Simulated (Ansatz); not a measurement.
Consider ZnS in the zinc blende structure (space group F-43m, No. 216; a = 5.3566 Å).

Level of theory: PBEsol, PAW, 420 eV (Ansatz, an electronic-structure program; spin-orbit coupling left out).

Strains are applied to the cell and any free atomic positions relax.

One change was made to it. Results:

| quantity | base | after |
|---|---|---|
| band gap | 2.09 eV | 1.96 eV |
| energy relative to the base (free energy F) | 0 meV/atom | +4.1 meV/atom |

### Question
Name the change that was made.
A) isotropic strain +1.50 %
B) isotropic strain +0.50 %
C) isotropic strain +3.00 %
D) isotropic strain −2.00 %
E) isotropic strain +1.00 %

### Answer
E, isotropic strain +1.00 %. For comparison, the band gap in the other runs: isotropic strain +1.50 % gives 1.90 eV; isotropic strain −2.00 % gives 2.35 eV; isotropic strain +0.50 % gives 2.02 eV; isotropic strain +3.00 % gives 1.71 eV.

No phonon test of stability was made.
